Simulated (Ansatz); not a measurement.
Given:

```xyz
4
Lattice="2.9907 0.0000 0.0000 -1.4954 2.5900 0.0000 0.0000 0.0000 5.0782" Properties=species:S:1:pos:R:3 pbc="T T T"
Ga     0.0000     0.0000     0.0000
Ga     0.0000     0.0000     2.5391
N      0.0000     1.7267     1.2696
N      1.4954     0.8633     3.8087
```

No spin polarisation.

A single point on GaN with a change (isotropic strain +0.74 %), its geometry relaxed with PBEsol.

Level of theory: r2SCAN in Ansatz (plane waves to 500 eV, PAW, no spin-orbit coupling). k-mesh 13×13×7 (Γ-centred); smearing 0.05 eV (Fermi–Dirac).

### Question
Predict the pressure and width of the top valence band.

### Answer
The pressure comes out as -5.47 GPa and the width of the top valence band is 3.36 eV.

Single points use the geometry relaxed with PBEsol. The levels and masses belong to the bands next to the band gap. Stability against distortions was not tested. The cell was made from GaN in the NiAs type structure (space group P6_3/mmc, No. 194; a model cell, its experimental status unchecked) by this change: isotropic strain +0.74 %. This is not the structure that GaN has at room temperature and ambient pressure.

Ansatz is a program for electronic structure.
